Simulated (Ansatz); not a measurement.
Start from CaF2 in the fluorite structure (space group Fm-3m, No. 225; a = 5.421 Å). Axes: x, y, z lie along the cube axes.

Structures relaxed with PBEsol (Ansatz, a first-principles code; PAW; 420 eV plane waves; scalar-relativistic without spin-orbit coupling).

Base:

Simulated powder pattern, Cu Kα, λ = 1.54184 Å (kinematic, ideal powder, no thermal factors, no anomalous dispersion; the 10 strongest lines at most, above 2 %, up to 2θ = 90°):

| 2θ (°) | I/Imax (%) | hkl |
|---|---|---|
| 28.52 | 84 | (111) |
| 47.44 | 100 | (220) |
| 56.29 | 31 | (311) |
| 69.35 | 13 | (400) |
| 76.62 | 11 | (331) |
| 88.33 | 24 | (422) |

After one change:

Simulated powder pattern, Cu Kα, λ = 1.54184 Å (kinematic, ideal powder, no thermal factors, no anomalous dispersion; the 10 strongest lines at most, above 2 %, up to 2θ = 90°):

```json
[
 {"2θ (°)": "28.44", "I/Imax (%)": "100"},
 {"2θ (°)": "47.13", "I/Imax (%)": "40"},
 {"2θ (°)": "47.37", "I/Imax (%)": "79"},
 {"2θ (°)": "55.97", "I/Imax (%)": "25"},
 {"2θ (°)": "56.39", "I/Imax (%)": "12"},
 {"2θ (°)": "68.86", "I/Imax (%)": "10"},
 {"2θ (°)": "69.62", "I/Imax (%)": "4.9"},
 {"2θ (°)": "76.48", "I/Imax (%)": "9.0"},
 {"2θ (°)": "87.83", "I/Imax (%)": "19"},
 {"2θ (°)": "88.36", "I/Imax (%)": "9.4"}
]
```

**Question.** What was done to the base?
A) biaxial strain −1.45 %, plane normal [001], relaxed out of plane
B) isotropic strain −0.92 %
C) uniaxial stress, 1 GPa tension along x
D) biaxial strain +0.62 %, plane normal [001], relaxed out of plane

**Answer.** D, biaxial strain +0.62 %, plane normal [001], relaxed out of plane. Its volume per atom is 13.39 Å³ against 13.27 Å³, and its space group is I4/mmm (No. 139).

Stability under load was not tested beyond the relaxation.
